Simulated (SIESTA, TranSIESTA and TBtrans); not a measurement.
Fe chain with one bond stretched by 2.5 Å

System: Fe chain with one bond stretched by 2.5 Å. Leads: straight Fe chain, spacing 2.25 Å. Geometry: as built, not relaxed.

Computed with TranSIESTA and TBtrans, PBE, DZP numerical orbitals (energy shift 0.15 eV), PseudoDojo norm-conserving scalar-relativistic potentials, mesh cutoff 200 Ry, 300 K, spin-polarised (collinear), no spin-orbit coupling; self-consistent non-equilibrium Green functions.

| Quantity | Result |
|---|---|
| Conductance at 300 K (G0 = 2e²/h) | 0.19 |
| Thermopower (μV/K) | -2.7 |
| Mean T from −0.5 to 0.5 eV | 0.20 |
| Spin polarisation of the conductance, (up − down)/(up + down) | 0.29 |

Energies count from the leads' Fermi level. Transmissions are for each spin. The energy step is 0.01 eV; narrower resonances are cut or missed.

```tsv
E (eV)	T up	T down	lead channels up	down
-1.95	0.11	0.020	4	1
-1.80	0.11	0.025	4	1
-1.65	0.11	0.031	4	1
-1.50	0.13	0.038	4	1
-1.35	0.16	0.047	3	1
-1.20	0.18	0.056	1	1
-1.05	0.21	0.066	1	3
-0.90	0.23	0.082	1	3
-0.75	0.24	0.093	1	4
-0.60	0.25	0.10	1	4
-0.45	0.25	0.10	1	4
-0.30	0.25	0.11	1	4
-0.15	0.25	0.12	1	4
0.00	0.25	0.14	1	4
0.15	0.25	0.16	1	4
0.30	0.26	0.18	1	band edge
0.45	0.27	0.20	1	band edge
0.60	0.29	0.23	1	band edge
0.75	0.31	0.26	1	4
0.90	0.35	0.31	1	4
1.05	0.40	0.36	3	4
1.20	0.46	0.40	3	4
1.35	0.53	0.43	3	4
1.50	0.60	0.44	3	4
1.65	0.67	0.44	3	2
1.80	0.75	0.39	3	3
1.95	0.82	0.54	3	3
```

The magnetic order of the leads was set by the start, and no other order was tried; the separate lead runs end at 3.39 (left) and 3.39 (right) μB an atom. The straight chain is held at its spacing; free chains may zigzag or dimerise.
